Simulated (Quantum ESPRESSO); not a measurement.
What a tighter setting buys: ecutwfc, Sb5O7F (P-1, 26 atoms in the cell)

Cell: a = 4.1579 Å, b = 10.1053 Å, c = 13.0923 Å, α = 72.23°, β = 81.10°, γ = 78.27°.

Computed with LDA (PZ), GBRV 1.5 ultrasoft (LDA) pseudopotentials (plane waves; Quantum ESPRESSO).

Base settings: ecutwfc = 40 Ry; ecutrho = 200 Ry; occupations = smearing; smearing = gaussian; degauss = 0.00147 Ry; potentials = {Sb: sb_lda_v1.4.uspp.F.UPF, O: o_lda_v1.2.uspp.F.UPF, F: f_lda_v1.4.uspp.F.UPF}; K_POINTS = automatic 3 2 1 0 0 0; conv_thr = 1e-10 Ry; mixing_beta = 0.4.

Misses are taken against the tightest run, 70 Ry (ecutrho: 200 Ry → 350 Ry), which need not be fully converged itself. The energy is the free energy per atom.

The count of work is k-points × plane waves × bands × iterations; it is no time, and leaves out set-up, grids and terms that scale otherwise. Core times come from one kind of shared machine and are given to one figure; runs under 30 s give none.

The starting cell comes from a database of computed structures (which also holds hypothetical and non-ambient phases and stackings), without a prior relaxation at this level. In the base run, with a pressure of about -5 GPa the cell is away from its equilibrium volume at this level.

The runs (ecutwfc): 16 Ry (ecutrho: 200 Ry → 80 Ry) | 20 Ry (ecutrho: 200 Ry → 100 Ry) | 24 Ry (ecutrho: 200 Ry → 120 Ry) | 28 Ry (ecutrho: 200 Ry → 140 Ry) | 32 Ry (ecutrho: 200 Ry → 160 Ry) | 36 Ry (ecutrho: 200 Ry → 180 Ry) | 40 Ry | 46 Ry (ecutrho: 200 Ry → 230 Ry) | 52 Ry (ecutrho: 200 Ry → 260 Ry) | 60 Ry (ecutrho: 200 Ry → 300 Ry) | 70 Ry (ecutrho: 200 Ry → 350 Ry).

Which is the coarsest setting among those run that, with all tighter ones, holds the energy within 10 meV/atom of the reference, and what does it save?

46 Ry (ecutrho: 200 Ry → 230 Ry), off by 8.4 meV/atom; its saving against the reference is no more than about a factor of 2 in the count of work.

Which is the coarsest setting among those run that, with all tighter ones, holds the energy within 5 meV/atom of the reference, and what does it save?

52 Ry (ecutrho: 200 Ry → 260 Ry), off by 3.9 meV/atom; its saving against the reference is no more than about a factor of 2 in the count of work.

What does the step from 20 Ry (ecutrho: 200 Ry → 100 Ry) to 60 Ry (ecutrho: 200 Ry → 300 Ry) buy?

It takes the miss in the energy from 9400 to 1.5 meV/atom, for 5.2 times the count of work and roughly 7 times the time.

| ecutwfc | energy less reference (meV/atom) | pressure less reference (GPa) | largest difference in the force on any atom (eV/Å) | count of work / reference | core time / reference (rough) |
|---|---|---|---|---|---|
| 16 Ry (ecutrho: 200 Ry → 80 Ry) | 32787.06 | -881.27 | 2.056 | 0.12 | 0.2 |
| 20 Ry (ecutrho: 200 Ry → 100 Ry) | 9387.42 | -327.76 | 0.921 | 0.15 | 0.2 |
| 24 Ry (ecutrho: 200 Ry → 120 Ry) | 2521.11 | -114.01 | 0.252 | 0.21 | 0.3 |
| 28 Ry (ecutrho: 200 Ry → 140 Ry) | 576.82 | -34.82 | 0.045 | 0.25 | 0.4 |
| 32 Ry (ecutrho: 200 Ry → 160 Ry) | 104.11 | -8.26 | 0.016 | 0.33 | 0.4 |
| 36 Ry (ecutrho: 200 Ry → 180 Ry) | 19.36 | -1.09 | 0.005 | 0.37 | 0.5 |
| 40 Ry | 11.72 | 0.00 | 0.005 | 0.43 | 0.6 |
| 46 Ry (ecutrho: 200 Ry → 230 Ry) | 8.39 | -0.17 | 0.002 | 0.53 | 0.7 |
| 52 Ry (ecutrho: 200 Ry → 260 Ry) | 3.86 | -0.10 | 0.001 | 0.64 | 1 |
| 60 Ry (ecutrho: 200 Ry → 300 Ry) | 1.45 | -0.02 | 0.000 | 0.79 | 1 |
| 70 Ry (ecutrho: 200 Ry → 350 Ry) | 0.00 | 0.00 | 0.000 | 1.0 | 1 |
